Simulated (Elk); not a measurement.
Band structure of Re (P6_3/mmc, 4 atoms in the cell).

```xyz
4
Lattice="2.7683 0.0000 0.0000 -1.3842 2.3974 0.0000 0.0000 0.0000 8.9451" Properties=species:S:1:pos:R:3 pbc="T T T"
Re     0.0000     0.0000     0.0000
Re     0.0000     0.0000     4.4726
Re     0.0000     1.5983     2.2363
Re     1.3842     0.7991     6.7088
```

Computed with PBE, all-electron FP-LAPW, Elk's shipped species files, default APW+lo basis in Elk.

Settings: xctype = 20; swidth = 0.00183747 Ha; ngridk = 11 11 3; rmtscf = 0.87; maxscl = 100.

The starting cell comes from a database of computed structures (which also holds hypothetical and non-ambient phases and stackings), without a prior relaxation at this level. Its lattice was rescaled by a random factor within 2.5 % of one. Spin-orbit coupling is off. Spin polarisation is off. Values depend on the basis (sphere radii, cutoffs, local orbitals), which need not be converged.

Levels in eV from the Fermi level, bands 55 to 62:
```json
[
 {"point": "Γ", "55": "-1.60", "56": "-1.22", "57": "-1.22", "58": "-1.11", "59": "-1.11", "60": "0.46", "61": "0.64", "62": "0.64"},
 {"point": "M", "55": "-0.80", "56": "0.31", "57": "0.35", "58": "1.10", "59": "2.06", "60": "3.92", "61": "3.93", "62": "4.03"},
 {"point": "K", "55": "-2.21", "56": "-2.17", "57": "-0.05", "58": "-0.05", "59": "1.64", "60": "1.64", "61": "2.98", "62": "3.12"},
 {"point": "A", "55": "-1.39", "56": "-1.39", "57": "-1.39", "58": "-1.39", "59": "-1.14", "60": "-1.14", "61": "1.19", "62": "1.19"},
 {"point": "L", "55": "-0.68", "56": "-0.68", "57": "0.26", "58": "0.26", "59": "2.69", "60": "2.69", "61": "3.97", "62": "3.97"},
 {"point": "H", "55": "-2.19", "56": "-2.19", "57": "-0.01", "58": "-0.01", "59": "1.10", "60": "1.10", "61": "3.22", "62": "3.22"}
]
```

Bands cross the Fermi level along this path, so the cell is metallic at this level.
